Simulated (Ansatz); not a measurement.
Functionals compared on CO on the 1x1 (110) surface of bcc Mo, one in a 2x2 cell, started at the site 'hollow Mo-Mo-Mo', in Ansatz (plane waves, PAW). The structure was relaxed with PBE; the other rows are single points on it, each with its references at the same level. Cutoff 420 eV (500 eV for r2SCAN).

Set-up: 18 atoms, 6.5 Å thick at the start under the adsorbate (thin: gaps and levels are the slab's own); mesh 6x6x1; 0.1 eV smearing; dipole correction on; 8 atoms held, the rest relaxed; symmetry of the start imposed; no spin, no spin-orbit, no U, no dispersion correction. At the end it is bonded to 3 Mo. In PBE it is, or lies within 0.03 eV of, the lowest of the starts that converged. These notes are the PBE run's. Adsorption energies are against CO(g). A negative adsorption energy means that the adsorbate is more stable on the surface than in its reference.

| functional | adsorption energy (eV) | work function of the top face (eV) | change of the work function (eV) | rough cost of the single point |
|---|---|---|---|---|
| PBE | -1.79 | 5.45 | 0.86 | – |
| RPBE | ___ | ___ | ___ | very roughly 2.2 core-minutes |
| r2SCAN | -1.89 | 5.52 | 0.89 | about 5 core-minutes (a rough figure) |

Task: What belongs in the gaps?

Result: 
- RPBE, adsorption energy (eV): -1.48
- RPBE, work function of the top face (eV): 5.31
- RPBE, change of the work function (eV): 0.88

Ansatz is a program for electronic structure.
